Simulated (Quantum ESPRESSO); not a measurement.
**How a calculation on Mg6NiMo (Amm2, 8 atoms in the cell) responds to its settings**

```xyz
8
Lattice="4.7135 0.0000 0.0000 0.0000 2.9356 5.3741 0.0000 -2.9356 5.3741" Properties=species:S:1:pos:R:3 pbc="T T T"
Mg     0.0000     1.4021     6.2855
Mg     0.0000    -1.4021     6.2855
Mg     0.0000     0.0000     3.5309
Mg     2.3567     1.5143     4.5244
Mg     2.3567    -1.5143     4.5244
Mg     2.3567     0.0000     1.8225
Ni     0.0000     0.0000     8.6336
Mo     2.3567     0.0000     7.3863
```
Moments meant for the start (each program seeds them in its own way; μB, in the order of the atoms Mg Mg Mg Mg Mg Mg Ni Mo): 0.0 0.0 0.0 0.0 0.0 0.0 0.0 2.0.

Base run A: PBEsol, SSSP 1.1.2 efficiency (PBE) pseudopotentials run with Quantum ESPRESSO, self-consistent single point.

Its settings: ecutwfc = 60 Ry; ecutrho = 480 Ry; occupations = smearing; smearing = fd; degauss = 0.0036749 Ry; nspin = 2; input_dft = pbesol; K_POINTS = automatic 5 5 5 0 0 0; conv_thr = 1e-10 Ry; mixing_beta = 0.3.

The starting cell comes from a database of computed structures (which also holds hypothetical and non-ambient phases and stackings), without a prior relaxation at this level. The starting moments vanished: the run ended non-magnetic, which need not be the lowest state.

ΔF is the free energy per atom less that of run A. 

```csv
run,K_POINTS,ΔF (meV/atom),pressure (GPa),largest force (eV/Å),size of the net moment (μB/atom),k-points
A,automatic 5 5 5 0 0 0,0.00,-1.36,0.096,0.00,27
B,automatic 6 5 5 0 0 0,0.55,-1.33,0.088,0.04,36
C,automatic 6 5 5 1 1 1,1.02,-1.35,0.118,0.00,27
D,automatic 5 5 5 0 0 1,0.03,-1.33,0.096,0.04,39
```

Run D against A: The free energy stays essentially unchanged (within 1 meV/atom), the pressure hardly changes (-1.36 to -1.33 GPa), the largest force stays at 0.096 eV/Å and the size of the net moment goes from 0.00 to 0.04 μB/atom.

Run B against A: The free energy stays essentially unchanged (within 1 meV/atom), the pressure moves little (-1.36 to -1.33 GPa), the largest force goes from 0.096 to 0.088 eV/Å and the size of the net moment goes from 0.00 to 0.04 μB/atom.

Run C against A: The free energy rises by 1.0 meV/atom, the pressure hardly changes (-1.36 to -1.35 GPa) and the largest force goes from 0.096 to 0.118 eV/Å.
